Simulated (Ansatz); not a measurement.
# Quick settings and what they miss: YSn3 (Pm-3m, 4 atoms in the cell)

Self-consistent single point.

```xyz
4
Lattice="4.7666 0.0000 0.0000 0.0000 4.7666 0.0000 0.0000 0.0000 4.7666" Properties=species:S:1:pos:R:3 pbc="T T T"
Y      0.0000     0.0000     0.0000
Sn     2.3833     2.3833     0.0000
Sn     0.0000     2.3833     2.3833
Sn     2.3833     0.0000     2.3833
```

Computed with LDA (PW92), default PAW files made with PBE (plane waves; Ansatz, a quantum-chemistry and plane-wave program).

Base settings: basis.ecutwfc = 420 eV; kpoints.mp_grid.grid = 9 9 9; hamiltonian.xc = lda; hamiltonian.pseudopotentials = {kind: paw} (the program's default PAW files); scf.occupations.method = methfessel_paxton; scf.occupations.width = 0.05 eV.

Tight run (finer mesh or higher cutoff; not a proven limit): basis.ecutwfc: 420 eV → 590 eV; kpoints.mp_grid.grid: 9 9 9 → 13 13 13; scf.convergence.dr2_threshold: default (1e-07 eV) → 1e-09 eV. It gave Fermi level (on the code's own zero) 11.06 eV; pressure -5.90 GPa.

Quick runs, as changes from the base:
- A: the base itself
- B: basis.ecutwfc: 420 eV → 295 eV; kpoints.mp_grid.grid: 9 9 9 → 4 4 4; scf.occupations.width: 0.05 eV → 0.5 eV
- C: basis.ecutwfc: 420 eV → 250 eV; kpoints.mp_grid.grid: 9 9 9 → 3 3 3; scf.occupations.width: 0.05 eV → 0.136 eV
- D: basis.ecutwfc: 420 eV → 210 eV; kpoints.mp_grid.grid: 9 9 9 → 4 4 4; hamiltonian.xc: lda → pbesol; scf.occupations.method: methfessel_paxton → gaussian; scf.occupations.width: 0.05 eV → 0.5 eV [PBEsol]
- E: basis.ecutwfc: 420 eV → 335 eV; kpoints.mp_grid.grid: 9 9 9 → 2 2 2; hamiltonian.xc: lda → pbesol; scf.convergence.dr2_threshold: default (1e-07 eV) → 0.0001 eV [PBEsol]
- F: kpoints.mp_grid.grid: 9 9 9 → 4 4 4

Energies are extrapolated to zero smearing width, which holds to low order in the width alone.

Dashes: energy of D, E, another energy zero.

† marks runs with another functional, U, potentials or spin treatment: their distance from the tight run is not a convergence error alone.

The count of work is k-points × plane waves × bands × iterations; it is no time. 

Pressures in the table are Ansatz's without its Pulay estimate, at a fixed set of plane waves; the tight run's value above holds the estimate.

The starting cell comes from a database of computed structures (which also holds hypothetical and non-ambient phases and stackings), without a prior relaxation at this level. Its lattice was rescaled by a random factor within 2.5 % of one. In the base run, with a pressure of about -6 GPa the cell is away from its equilibrium volume at this level.

```tsv
run	energy less tight (meV/atom)	pressure less tight (GPa)	count of work / tight
A	-1.9	0.16	0.18
B	51.8	-2.56	0.032
C	397.1	-20.41	0.0095
D†	–	-89.72	0.022
E†	–	2.97	0.010
F	13.5	0.14	0.053
```

Among the runs at the tight run's level, the energy misses run from 1.9 to 397.1 meV/atom.

Keys are those of Ansatz 0.2.
